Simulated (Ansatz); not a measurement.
# La2SiO5 (C2/c, No. 15, 32 atoms in the cell; start mp-752717)

All values below come from PBEsol (plane waves, PAW; Ansatz, a quantum-chemistry and plane-wave program).

Run with plane-wave cutoff 520 eV, 6×6×4 k mesh (along the axes of the cell as run), Fermi–Dirac smearing 0.01 eV, scalar-relativistic PAW data made under PBE.

Cell (relaxed with PBEsol):

```
CELL_PARAMETERS angstrom
      7.39826    -3.50461     0.00574
      7.39826     3.50461     0.00574
     -5.76459     0.00000     9.35082
ATOMIC_POSITIONS crystal
  La 0.23033 0.47895 0.66888
  La 0.76967 0.52105 0.33112
  La 0.52105 0.76967 0.83112
  La 0.47895 0.23033 0.16888
  La 0.78536 0.28730 0.96215
  La 0.21464 0.71270 0.03785
  La 0.71270 0.21464 0.53785
  La 0.28730 0.78536 0.46215
  Si 0.26356 0.09437 0.31278
  Si 0.73644 0.90563 0.68722
  Si 0.90563 0.73644 0.18722
  Si 0.09437 0.26356 0.81278
  O  0.07987 0.11045 0.15747
  O  0.92013 0.88955 0.84253
  O  0.88955 0.92013 0.34253
  O  0.11045 0.07987 0.65747
  O  0.86491 0.75101 0.55959
  O  0.13509 0.24899 0.44041
  O  0.24899 0.13509 0.94041
  O  0.75101 0.86491 0.05959
  O  0.60126 0.16386 0.68757
  O  0.39874 0.83614 0.31243
  O  0.83614 0.39874 0.81243
  O  0.16386 0.60126 0.18757
  O  0.83665 0.57473 0.16493
  O  0.16335 0.42527 0.83507
  O  0.42527 0.16335 0.33507
  O  0.57473 0.83665 0.66493
  O  0.42781 0.60497 0.89464
  O  0.57219 0.39503 0.10536
  O  0.39503 0.57219 0.60536
  O  0.60497 0.42781 0.39464
```

For La2SiO5 (C2/c, No. 15, 32 atoms in the cell; start mp-752717), the band gap is 4.59 eV.

Spin–orbit coupling is not included.

Static lattice: no zero-point or thermal effects.

Computing time: very roughly 11 core-minutes.

A start named mp-… is a Materials Project structure, which need not be a measured phase.
